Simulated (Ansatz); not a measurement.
An Ansatz (a first-principles code) run: SnO with a change (uniaxial strain ε_xx = +3.17 %); Kohn–Sham DFT with the PBEsol-D3(BJ) functional, run in Ansatz with PAW and 420 eV plane waves, no SOC, earlier PAW set.

Input:

Ansatz 0.2 input:
```yaml
crystal:
  lattice:
    - [3.8869093505, 0, 0]
    - [0, 3.7674802273, 0]
    - [0, 0, 4.5572112142]
  atoms:
    - { symbol: Sn, position: [0.5, 0, 0.2537617387] }
    - { symbol: Sn, position: [0, 0.5, 0.7462382613] }
    - { symbol: O, position: [0, 0, 0] }
    - { symbol: O, position: [0.5, 0.5, 0] }
basis: { ecutwfc: 420, ecutrho_ratio: 4, xc_grid: 2, fft_grid_basis: typed }
kpoints: { mp_grid: { grid: [15, 15, 13] } }
hamiltonian:
  xc: pbesol
  dispersion: d3bj
  pseudopotentials: { azcp: { folder: ./paw }, kind: paw }
scf: { occupations: { method: fermi_dirac, width: 0.1 }, convergence: { dr2_threshold: 0.0000000004 } }
relax: { f_tol: 0.005, max_steps: 50 }
output: { forces: true, stress: true }
checkpoint: { write: state.ck, write_every: 1000 }
```

Output (explanatory and most iteration lines left out):

```
Relaxation: its limit of steps is 50 (relax.max_steps)
Pseudopotential: Sn, paw, valence charge 14
Pseudopotential: O, paw, valence charge 6
Crystal: 4 atoms, lattice volume = 66.735 Å³
Basis set: ecut = 420 eV, 1287 PW (Γ), exchange–correlation on 54×54×64 points (8 copies of the dense FFT grid, shifted against one another)
Bands: 24, of which v1, the nominal top of the filled ones, is band 20 counted from 1 (19 counted from 0)
Symmetry: 8 space group operations
Space group: Pmmn (ITA 59), of the structure as read, at distance tolerance 4.1e-5 Å
k-points: 448 of 2925
Functional: x = pbesol(κ = 0.804, μ = 0.12345679012345678), c = pbesol(β = 0.046)
SCF iter   1: F=—  HF=-13023.028751 eV  |F-HF|=—  |Δ(HF+E_count)|=         —  Δρ=5.41e-2  dr2=2.36e0  ethr=3.10e-3  ⟨swp⟩=6.0  Hψ=50232  notcnv=0
SCF iter   2: F=—  HF=-13022.631911 eV  |F-HF|=—  |Δ(HF+E_count)|=   3.97e-1  Δρ=2.52e-2  dr2=6.82e-1  ethr=3.10e-3  ⟨swp⟩=3.3  Hψ=25020  notcnv=0
SCF 1 converged in 12 iterations: F = -13022.458416 eV  dr2 = 2.60e-11
relax step   1: F+E_penalty+E_count = -13022.45841582 eV  Δ(F+E_penalty+E_count) = +0.000e0 eV  max|allowed force component| = 3.317e-1 eV/Å  Δτ_max = 0.0000 Å  (12 SCF iters, accepted)
Crystal: 4 atoms, lattice volume = 66.735 Å³
SCF iter   1: F=—  HF=-13022.467099 eV  |F-HF|=—  |Δ(HF+E_count)|=         —  Δρ=3.93e-3  dr2=5.93e-3  ethr=1.48e-5  ⟨swp⟩=2.0  Hψ=42920  notcnv=0
SCF iter   2: F=—  HF=-13022.465910 eV  |F-HF|=—  |Δ(HF+E_count)|=   1.19e-3  Δρ=1.87e-3  dr2=1.55e-3  ethr=1.48e-5  ⟨swp⟩=2.5  Hψ=17084  notcnv=0
SCF 2 converged in 10 iterations: F = -13022.465511 eV  dr2 = 6.36e-11
relax step   2: F+E_penalty+E_count = -13022.46551137 eV  Δ(F+E_penalty+E_count) = -7.096e-3 eV  max|allowed force component| = 2.754e-1 eV/Å  Δτ_max = 0.0345 Å  (10 SCF iters, accepted)
Crystal: 4 atoms, lattice volume = 66.735 Å³
SCF iter   1: F=—  HF=-13022.469730 eV  |F-HF|=—  |Δ(HF+E_count)|=         —  Δρ=1.41e-3  dr2=8.14e-4  ethr=1.60e-5  ⟨swp⟩=3.3  Hψ=29913  notcnv=0
SCF iter   2: F=—  HF=-13022.469561 eV  |F-HF|=—  |Δ(HF+E_count)|=   1.69e-4  Δρ=6.42e-4  dr2=2.00e-4  ethr=2.03e-6  ⟨swp⟩=2.1  Hψ=19372  notcnv=0
SCF 3 converged in 9 iterations: F = -13022.469496 eV  dr2 = 7.41e-11
relax step   3: F+E_penalty+E_count = -13022.46949561 eV  Δ(F+E_penalty+E_count) = -3.984e-3 eV  max|allowed force component| = 5.093e-2 eV/Å  Δτ_max = 0.0133 Å  (9 SCF iters, accepted)
Crystal: 4 atoms, lattice volume = 66.735 Å³
SCF iter   1: F=—  HF=-13022.469903 eV  |F-HF|=—  |Δ(HF+E_count)|=         —  Δρ=4.99e-4  dr2=6.83e-5  ethr=5.78e-6  ⟨swp⟩=2.3  Hψ=24269  notcnv=0
SCF iter   2: F=—  HF=-13022.469890 eV  |F-HF|=—  |Δ(HF+E_count)|=   1.26e-5  Δρ=2.68e-4  dr2=2.50e-5  ethr=1.71e-7  ⟨swp⟩=1.0  Hψ=14338  notcnv=0
SCF 4 converged in 8 iterations: F = -13022.469887 eV  dr2 = 1.03e-10
relax step   4: F+E_penalty+E_count = -13022.46988712 eV  Δ(F+E_penalty+E_count) = -3.915e-4 eV  max|allowed force component| = 1.501e-3 eV/Å  Δτ_max = 0.0069 Å  (8 SCF iters, accepted)
SCF converged after 8 iterations
Free energy (F): -13022.469887 eV
Internal energy: -13022.462511 eV  (E = F + TS)
E sigma→0 (E₀):  -13022.466199 eV
Entropy (-TS):   -0.007376 eV (-1.844 meV/atom)
Fermi energy:    10.568586 eV
  E_disp       = -0.906536  (pairwise vdW)
--- Forces (eV/Å), atoms counted from 1 ---
  atom   1  Sn     0.00000000     0.00000000    -0.00015896
  atom   2  Sn     0.00000000     0.00000000     0.00015896
  atom   3  O      0.00000000     0.00000000    -0.00150075
  atom   4  O      0.00000000     0.00000000     0.00150075
--- Stress (GPa, compression-positive) ---
       -3.101963       0.000000       0.000000
        0.000000      -2.578406       0.000000
        0.000000       0.000000      -0.562238
  P = ⅓ Tr σ = -2.0809 GPa (-20.809 kbar)
--- Relaxed structure (4 steps of the walk, 4 accepted, 0 SCFs on fresh bases) ---
  atoms:
    - { symbol: Sn, position: [0.5, 0.0, 0.24943463128824517] }
    - { symbol: Sn, position: [0.0, 0.5, 0.7505653687117549] }
    - { symbol: O, position: [0.0, 0.0, 0.005957849437132314] }
    - { symbol: O, position: [0.5, 0.5, -0.005957849437132314] }
```

Whether these cells are dynamically stable was not tested. All final runs are without spin polarisation. The cell was made from SnO in the litharge type structure (space group P4/nmm, No. 129; layered, stacked along the Cartesian z axis) by this change: uniaxial strain ε_xx = +3.17 %.
